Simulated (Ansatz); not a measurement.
The parent structure is GaN in the zinc blende structure (space group F-43m, No. 216; a = 4.498 Å).

Calculations: r2SCAN, PAW, 500 eV (Ansatz, a quantum-chemistry and plane-wave program; scalar-relativistic without spin-orbit coupling), earlier PAW set.

Before the change:

The valley order is Γ 2.17 eV; X along ⟨100⟩ 3.77 eV and the hole mass is 0.18, 0.86, 0.86 mₑ (at Γ). The width of the top valence band is 3.72 eV.

Perturbation: the cell is scaled by 0.9790 in all directions, atoms relaxed at fixed cell.

Question: What does the calculation give for the valley order after the change?

Answer: The valley order (the lowest conduction-band minima on the path, energy above the VBM, named in the base's zone) becomes Γ 2.60 eV; X along ⟨100⟩ 3.80 eV (base: Γ 2.17 eV; X along ⟨100⟩ 3.77 eV).

Question: What happens to the hole mass?

Answer: The hole mass (degenerate bands, along [100]) changes from 0.18, 0.86, 0.86 mₑ (at Γ) to 0.21, 0.82, 0.82 mₑ (at Γ).

Question: Estimate the effect on the energy relative to the base.

Answer: The energy rises by 30 meV/atom.

Question: How does this affect the width of the top valence band?

Answer: The width of the top valence band goes up by 0.33 eV (3.72 eV → 4.05 eV).

The levels and masses belong to the bands next to the band gap. The cells carry an imposed strain or load. Effective masses come from finite differences of ±0.01 Å⁻¹. Stability against distortions was not tested. This is not the structure that GaN has at room temperature and ambient pressure.
